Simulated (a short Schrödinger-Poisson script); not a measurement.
System: MOS inversion layer, SiO2 on p-type Si(110), at 300 K.

| layer | material | thickness (nm) | Na (cm⁻³) |
|---|---|---|---|
| 1 | SiO2 | 3.8 | - |
| 2 | Si | 620 | 4.8e17 |

Constants are typed, rounded textbook-type inputs, not results; the design itself was drawn at random and stands for no fabricated device. SiO2: permittivity 3.9, conduction-band edge (eV) 3.15, gap (eV) 9, electron mass (mₑ) 0.5. Si: permittivity 11.7, conduction-band edge (eV) 0, gap (eV) 1.124, Nv at 300 K (cm⁻³) 3.1e19.

Channel valleys (confinement mass, in-plane density-of-states mass, number): Δ4 0.315, 0.324, 4; Δ2 0.19, 0.417, 2. At the gate the conduction-band edge of layer 1 lies 3.67 eV − eVg above the Fermi level of the channel; the field vanishes at the back. Gaps are held at their typed values at every temperature. Mesh 0.03 nm at interfaces.

Solved with a short Schrödinger-Poisson script written for these runs: 1D Poisson equation in equilibrium, electrons quantum, Hartree (BenDaniel-Duke, 12 states a valley, the channel's in-plane mass for all, wave functions free to enter the dielectric), parabolic valleys, classical holes, full ionisation, no traps, pinning or gate leakage.

The same stack at other levels of the model or other numerical settings:

```
run                                          sheet density of all electrons at Vg = 3.15 V (cm⁻²)  sheet density of all electrons at Vg = 1.35 V (cm⁻²)  capacitance at Vg = 3.15 V (μF/cm²)  centroid of the channel electrons at Vg = 3.15 V (nm)  rough cost against the base
-------------------------------------------  ----------------------------------------------------  ----------------------------------------------------  -----------------------------------  -----------------------------------------------------  ---------------------------
base                                                                                      1.07e13                                               1.63e12                                0.831                                                   1.49                      about 1
electrons treated as classical, Boltzmann                                                 1.19e13                                               2.15e12                                0.889                                                   0.36                         0.02
electrons treated as classical, Fermi-Dirac                                               1.16e13                                               2.12e12                                0.864                                                   0.55                          0.1
mesh six times as coarse                                                                  1.07e13                                               1.62e12                                0.830                                                   1.51                          0.2
one subband a valley                                                                      1.07e13                                               1.63e12                                0.831                                                   1.48                          0.4
```

The classical rows ignore confinement, and Boltzmann statistics overrate the density once the band edge passes the Fermi level.
